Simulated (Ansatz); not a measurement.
## CaHBr under a change: uniaxial stress, 1 GPa tension along x

The parent structure is CaHBr (space group P4/nmm, No. 129; a = 3.833 Å, c = 8.240 Å; layered, stacked along the Cartesian z axis). Axes: x, y, z lie along a, b, c of the conventional cell.

Perturbation: uniaxial stress, 1 GPa tension along x; all other stress components relax to zero.

Calculations: r2SCAN (Ansatz, a program for electronic structure; PAW; 500 eV plane waves; spin-orbit coupling left out), earlier PAW set. Settings: 9×9×4 k-points, 0.05 eV Fermi–Dirac smearing.

The space group changes from P4/nmm (No. 129) to Pmmn (No. 59) and the shortest interatomic distance decreases by 0.004 Å, from 2.313 Å to 2.309 Å. The energy increases by 0.9 meV/atom and the band gap shrinks by 0.06 eV (4.63 eV → 4.57 eV). The gap character is direct at Z and the strain response (xx, yy, zz) is (+1.38, −0.02, −1.19) %.

Beyond what the load breaks, stability against distortions was not tested. No dispersion term is included, though the crystal is made of layers, chains or molecules, so its spacings can come out too wide. Labels are those of the standard path for the cell's own space group.
